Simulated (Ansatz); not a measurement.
LiF in the zinc blende structure (space group F-43m, No. 216; a hypothetical phase, not in the database extracts checked)

```xyz
2
Lattice="0.0000 2.1556 2.1556 2.1556 0.0000 2.1556 2.1556 2.1556 0.0000" Properties=species:S:1:pos:R:3 pbc="T T T"
F      3.2334     3.2334     3.2334
Li     0.0000     0.0000     0.0000
```

Calculations: PBEsol/PAW in Ansatz (a program for electronic structure), no spin-orbit coupling. Settings: 13×13×13 k-points, 0.05 eV Fermi–Dirac smearing.

| Property | Value |
|---|---|
| Volume per atom | 10.02 Å³ |
| Density | 2.15 g/cm³ |
| Band gap | 7.67 eV, direct at Γ |
| Electron mass | 0.83 mₑ |
| Lowest conduction-band minima above the VBM | Γ 7.67 eV |
| Total energy | -503.246 eV/atom (σ→0; compares only within this code and set-up) |

Masses are band curvatures over ±0.01 Å⁻¹ around the edge. Whether these cells are dynamically stable was not tested.
